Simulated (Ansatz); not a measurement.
An Ansatz (a program for electronic structure) run: CoSn with a change (pressure −2 GPa); Kohn–Sham DFT with the PBE functional, run in Ansatz with PAW and 420 eV plane waves, spin-orbit coupling left out.

Input:

Ansatz 0.2 input:
```yaml
crystal:
  lattice:
    - [5.3080806416, 0, 0]
    - [-2.6540403208, 4.596932681, 0]
    - [0, 0, 4.2466476244]
  atoms:
    - { symbol: Co, position: [0.5, 0, 0] }
    - { symbol: Co, position: [0.5, 0.5, 0] }
    - { symbol: Co, position: [0, 0.5, 0] }
    - { symbol: Sn, position: [0, 0, 0] }
    - { symbol: Sn, position: [0.3333333333, 0.6666666667, 0.5] }
    - { symbol: Sn, position: [0.6666666667, 0.3333333333, 0.5] }
basis: { ecutwfc: 420, ecutrho_ratio: 4, xc_grid: 2, fft_grid_basis: typed }
kpoints: { mp_grid: { grid: [10, 10, 11] } }
hamiltonian:
  xc: pbe
  dispersion: none
  pseudopotentials: { kind: paw }
scf: { occupations: { method: fermi_dirac, width: 0.05 } }
relax: { f_tol: 0.01, max_steps: 60, cell: { stress_tol: 0.02, p_target: -2.0 } }
output: { forces: true, stress: true }
checkpoint: { write: state.ck, write_every: 1000 }
```

Output (explanatory and most iteration lines left out):

```
Relaxation: its limit of steps is 60 (relax.max_steps)
Pseudopotential: Co, paw, valence charge 17
Pseudopotential: Sn, paw, valence charge 14
Crystal: 6 atoms, lattice volume = 103.622 Å³
Basis set: ecut = 420 eV, 2025 PW (Γ), exchange–correlation on 72×72×60 points (8 copies of the dense FFT grid, shifted against one another)
Bands: 56, of which v1, the nominal top of the filled ones, is band 47 counted from 1 (46 counted from 0)
Symmetry: 24 space group operations
Space group: P6/mmm (ITA 191), of the structure as read, at distance tolerance 4.7e-5 Å
k-points: 84 of 1100
Functional: x = pbe(κ = 0.804, μ = 0.2195149727645171), c = pbe(β = 0.06672455060314922)
SCF iter   1: F=—  HF=-33451.630222 eV  |F-HF|=—  |Δ(HF+E_count)|=         —  Δρ=1.00e-2  dr2=9.96e-2  ethr=1.77e-3  ⟨swp⟩=6.5  Hψ=18200  notcnv=0  defer=37
SCF iter   2: F=—  HF=-33451.649047 eV  |F-HF|=—  |Δ(HF+E_count)|=   1.88e-2  Δρ=1.96e-2  dr2=2.86e-1  ethr=1.07e-4  ⟨swp⟩=2.2  Hψ=7414  notcnv=0  defer=135
SCF 1 converged in 8 iterations: F = -33451.618927 eV  dr2 = 2.60e-8
relax step   1: F+E_penalty+E_count = -33451.61892702 eV  Δ(F+E_penalty+E_count) = +0.000e0 eV  max|allowed force component| = 7.324e-17 eV/Å  Δτ_max = 0.0000 Å  P = -1.001 GPa  Ω = 103.622 Å³  (8 SCF iters, dr2 threshold 1.00e-7 eV, accepted)
[... steps on the carried basis left out ...]
relax step   4: F+E_penalty+E_count = -33451.61078614 eV  Δ(F+E_penalty+E_count) = -5.278e-4 eV  max|allowed force component| = 3.624e-17 eV/Å  Δτ_max = 0.0000 Å  P = -2.001 GPa  Ω = 104.487 Å³  stress off target by 3.62e-3 GPa  SCF on the basis re-selected at this cell (its energy is not comparable with the rows above)  (7 SCF iters)
SCF converged after 7 iterations
Free energy (F): -33451.610786 eV
Internal energy: -33451.578959 eV  (E = F + TS)
E sigma→0 (E₀):  -33451.594873 eV
Entropy (-TS):   -0.031827 eV (-5.305 meV/atom)
Fermi energy:    14.306582 eV
--- Forces (eV/Å), atoms counted from 1 ---
  atom   1  Co     0.00000000    -0.00000000     0.00000000
  atom   2  Co    -0.00000000     0.00000000     0.00000000
  atom   3  Co    -0.00000000     0.00000000     0.00000000
  atom   4  Sn    -0.00000000     0.00000000     0.00000000
  atom   5  Sn    -0.00000000    -0.00000000     0.00000000
  atom   6  Sn    -0.00000000     0.00000000     0.00000000
--- Stress (GPa, compression-positive) ---
       -2.003621       0.000000       0.000000
        0.000000      -2.003621       0.000000
        0.000000       0.000000      -1.996932
  P = ⅓ Tr σ = -2.0014 GPa (-20.014 kbar)
--- Relaxed structure (3 steps of the walk, 3 accepted, 1 SCFs on fresh bases) ---
  cell:  # Å, volume = 104.4869 Å³
    - [5.322742389536915, 0.0, 0.0]
    - [-2.6613711947684573, 4.609630127139254, 0.0]
    - [0.0, 0.0, 4.258537168379649]
  atoms:
    - { symbol: Co, position: [0.49999999999999994, 2.4366584929218037e-35, 0.0] }
    - { symbol: Co, position: [0.49999999999999994, 0.49999999999999994, 0.0] }
    - { symbol: Co, position: [0.0, 0.49999999999999994, 0.0] }
    - { symbol: Sn, position: [5.181175896164037e-35, 1.6947505338829266e-35, 0.0] }
    - { symbol: Sn, position: [0.3333333333333332, 0.6666666666666666, 0.49999999999999994] }
    - { symbol: Sn, position: [0.6666666666666667, 0.3333333333333333, 0.49999999999999994] }
```

Load acts through the strain it causes; cell and atoms are relaxed under it. Stability against distortions was not tested. The final runs are not spin-polarised. The cell was made from CoSn (space group P6/mmm, No. 191; non-magnetic) by this change: pressure −2 GPa.
